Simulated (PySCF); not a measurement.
PySCF 2.14.0, unrestricted WB97X/def2-svpd, df: [Cl][Sn], charge 0, multiplicity 2, 2 atoms. The geometry is a generated start, not checked to be a minimum at this level.

```yaml
task: energy
method: wb97x
basis: def2-svpd
two_electron_scheme: density fitting
mol.max_memory: 3000 MB
mf.max_cycle: 100
mf.conv_tol: 1e-09 (default)
mf.grids.level: 3 (default)
effective_core_potentials: those of the basis set, past Kr
basis_functions: 59
grid_points: 40840
```

```xyz
2

Sn     0.0349    -0.0190    -1.1824
Cl    -0.0349     0.0190     1.1824
```

Charge 0 and multiplicity 2 are set for this test and not shown to be the ground state.

With the defaults (mf.diis = true, mf.damp = 0, mf.diis_start_cycle = 1, mf.init_guess = minao, mf.level_shift = 0, mf.diis_space = 8, newton = off, mf.DIIS = CDIIS) it converges in 14 Fock builds. One run each on 2 threads, 1 BLAS thread, with these changes:
- mf.damp = 0.3, mf.diis_start_cycle = 4
- mf.diis_space = 5
- mf.level_shift = 0.1 Hartree
- mf.diis = false
- mf.DIIS = ADIIS
- mf.init_guess = huckel
- mf.level_shift = 0.3 Hartree
- mf.diis_space = 3
- newton = Hessian by the SCF's own integrals

Which runs fail or end elsewhere than the default run?

No convergence: mf.diis = false (the run ends without SCF convergence in 100 cycles). The rest reach the solution of the defaults.

```
setting                                      Fock builds             end
-------------------------------------------  -----------  --------------
mf.init_guess = huckel                                11   same solution
the defaults                                          14   same solution
mf.damp = 0.3, mf.diis_start_cycle = 4                14   same solution
mf.level_shift = 0.1 Hartree                          14   same solution
mf.diis_space = 5                                     14   same solution
mf.diis_space = 3                                     15   same solution
mf.level_shift = 0.3 Hartree                          17   same solution
mf.DIIS = ADIIS                                       20   same solution
newton = Hessian by the SCF's own integrals           48   same solution
mf.diis = false                                      101  no convergence
```

Under newton the count holds the products with the orbital Hessian.
